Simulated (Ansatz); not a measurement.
The parent structure is Be₂C (space group Fm-3m, No. 225; a = 4.311 Å).

The values are results of PBEsol (Ansatz, a first-principles code), no spin-orbit coupling, not measurements.

Base values:

- Smallest direct gap = 4.12 eV
- Pressure = 0.01 GPa
- Width of the top valence band = 5.96 eV

Modification: an isotropic linear strain of −0.50 %; the atoms relax in the strained cell.

Task: What happens to the smallest direct gap, mean gap deformation potential ΔEg/Δln V, pressure and width of the top valence band?

Result: The smallest direct gap rises by 0.028 eV, from 4.12 eV to 4.14 eV; the mean gap deformation potential ΔEg/Δln V is -0.4 eV; the pressure rises by 3.177 GPa to 3.18 GPa; the width of the top valence band grows by 0.06 eV to 6.02 eV.

Whether these cells are dynamically stable was not tested.
